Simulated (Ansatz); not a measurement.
Results of PBEsol (Ansatz, a program for electronic structure, PAW) for GeSe₂ (I-42d, No. 122, 6 atoms in the cell; start mp-10074).

Numerical settings: plane-wave cutoff 520 eV, 8×8×8 k mesh, Fermi–Dirac smearing 0.01 eV, scalar-relativistic PAW data made under PBE.

Cell (relaxed at this level):

```xyz
6
Lattice="-2.8957 2.8957 4.8019 2.8957 -2.8957 4.8019 2.8957 2.8957 -4.8019" Properties=species:S:1:pos:R:3 pbc="T T T"
Ge     0.0000     2.8957     2.4009
Ge     0.0000     0.0000     0.0000
Se     1.4479     1.4450     3.6014
Se     1.4450    -1.4479     6.0024
Se     1.4479     1.4508    -1.2005
Se     1.4508     4.3436     1.2005
```

Question: Give the computed band gap and smallest direct gap on the k points sampled.

Answer: 
band gap: 1.35 eV (indirect)
smallest direct gap on the k points sampled: 1.62 eV

Spin–orbit coupling is not included.

Static lattice: no zero-point or thermal effects.

A start named mp-… is a Materials Project structure, which need not be a measured phase.
